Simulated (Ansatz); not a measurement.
## Effect of biaxial strain −0.62 %, plane normal [001], relaxed out of plane on HfO2

Base system: HfO2 (space group P2_1/c, No. 14).

```
HfO2
1.0
    5.16182     0.00000     0.00000
    0.00000     5.21238     0.00000
   -0.89816     0.00000     5.27706
Hf O
4 8
Cartesian
  1.23618   0.22354   1.09960
  3.47657   2.82972   1.53893
  3.02749   4.98884   4.17746
  0.78710   2.38265   3.73813
  0.03357   1.71292   1.83885
  4.67917   4.31911   0.79968
  4.23010   3.49946   3.43821
 -0.41551   0.89327   4.47738
  1.89048   3.94684   2.51531
  2.82227   1.34065   0.12322
  2.37319   1.26553   2.76175
  1.44140   3.87172   5.15384
```

Cartesian axes are those of the cell as printed.

Perturbation: biaxial strain −0.62 %, plane normal [001], relaxed out of plane (Cartesian); in-plane vectors clamped, the third vector and the atoms free.

All numbers come from PBE, PAW, 420 eV (Ansatz, a first-principles code; no spin-orbit coupling), earlier PAW set. k-mesh 5×5×5 (Γ-centred); smearing 0.05 eV (Fermi–Dirac).

Space group: P2_1/c (No. 14) (base P2_1/c (No. 14))
Energy relative to the base (free energy F): +1.1 meV/atom
Pressure (mean of the normal stresses, compression positive): 1.63 GPa (base 0.00 GPa)
Band gap: 4.08 eV (base 4.04 eV)
Gap character: indirect, Γ → Y₂ (base indirect, Γ → Y₂)
Smallest direct gap: 4.16 eV (base 4.13 eV)
Valence-band top at Γ (three highest levels, from the VBM): 0.00, -0.18, -0.46 eV (base 0.00, -0.21, -0.50 eV)
Out-of-plane strain: +0.58 %
Mean in-plane stress (compression positive): +2.4 GPa

Cost of the whole job for the changed cell (relaxation, final SCF and bands): around 9 core-minutes (rough).

With Hf present, leaving out spin-orbit coupling can change the band edges. Whether these cells are dynamically stable was not tested.
